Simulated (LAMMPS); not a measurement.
Simulation of CoAl (CsCl type), 1024 atoms, at 2280 K and 0 GPa, heated as the crystal.

Method: classical MD, pair style meam, file MoCoNiVFeAlCr_2nn.meam (LAMMPS).

| angle (°) | probability per degree, Al-Al-Co | probability per degree, Co-Al-Co | probability per degree, Al-Al-Al |
|---|---|---|---|
| 34.50 | 0.0000 | 0.0000 | 0.0000 |
| 37.50 | 0.0004 | 0.0000 | 0.0000 |
| 40.50 | 0.0023 | 0.0000 | 0.0002 |
| 43.50 | 0.0073 | 0.0001 | 0.0008 |
| 46.50 | 0.0156 | 0.0003 | 0.0016 |
| 49.50 | 0.0242 | 0.0010 | 0.0022 |
| 52.50 | 0.0286 | 0.0026 | 0.0019 |
| 55.50 | 0.0272 | 0.0053 | 0.0015 |
| 58.50 | 0.0218 | 0.0092 | 0.0008 |
| 61.50 | 0.0151 | 0.0134 | 0.0004 |
| 64.50 | 0.0096 | 0.0166 | 0.0005 |
| 67.50 | 0.0056 | 0.0182 | 0.0007 |
| 70.50 | 0.0029 | 0.0179 | 0.0015 |
| 73.50 | 0.0015 | 0.0159 | 0.0038 |
| 76.50 | 0.0008 | 0.0132 | 0.0080 |
| 79.50 | 0.0004 | 0.0103 | 0.0152 |
| 82.50 | 0.0003 | 0.0076 | 0.0242 |
| 85.50 | 0.0004 | 0.0062 | 0.0327 |
| 88.50 | 0.0006 | 0.0055 | 0.0380 |
| 91.50 | 0.0008 | 0.0063 | 0.0372 |
| 94.50 | 0.0010 | 0.0080 | 0.0321 |
| 97.50 | 0.0013 | 0.0100 | 0.0246 |
| 100.5 | 0.0017 | 0.0128 | 0.0166 |
| 103.5 | 0.0026 | 0.0150 | 0.0098 |
| 106.5 | 0.0042 | 0.0162 | 0.0053 |
| 109.5 | 0.0066 | 0.0161 | 0.0026 |
| 112.5 | 0.0097 | 0.0149 | 0.0012 |
| 115.5 | 0.0136 | 0.0123 | 0.0005 |
| 118.5 | 0.0168 | 0.0101 | 0.0003 |
| 121.5 | 0.0187 | 0.0073 | 0.0002 |
| 124.5 | 0.0192 | 0.0053 | 0.0003 |
| 127.5 | 0.0180 | 0.0032 | 0.0004 |
| 130.5 | 0.0155 | 0.0021 | 0.0007 |
| 133.5 | 0.0122 | 0.0012 | 0.0010 |
| 136.5 | 0.0092 | 0.0008 | 0.0011 |
| 139.5 | 0.0064 | 0.0005 | 0.0012 |
| 142.5 | 0.0041 | 0.0005 | 0.0012 |
| 145.5 | 0.0027 | 0.0007 | 0.0011 |
| 148.5 | 0.0017 | 0.0011 | 0.0010 |
| 151.5 | 0.0011 | 0.0018 | 0.0011 |
| 154.5 | 0.0006 | 0.0024 | 0.0019 |
| 157.5 | 0.0004 | 0.0037 | 0.0032 |
| 160.5 | 0.0002 | 0.0052 | 0.0047 |
| 163.5 | 0.0001 | 0.0062 | 0.0073 |
| 166.5 | 0.0001 | 0.0072 | 0.0096 |
| 169.5 | 0.0000 | 0.0071 | 0.0112 |
| 172.5 | 0.0000 | 0.0063 | 0.0111 |
| 175.5 | 0.0000 | 0.0041 | 0.0081 |
| 178.5 | 0.0000 | 0.0015 | 0.0030 |

Read from the full data:
- state found: crystal; no diffusion seen in 30 ps
- most common Al-Al-Co angle: at the 3° bin centred on 52.5°, after smoothing over three bins (mean of all 90°)
- most common Al-Al-Al angle: at the 3° bin centred on 88.5°, after smoothing over three bins (mean of all 105°)

Caution: a run this short can hold a crystal over, or a liquid under, the potential's own melting point, which these runs don't give.
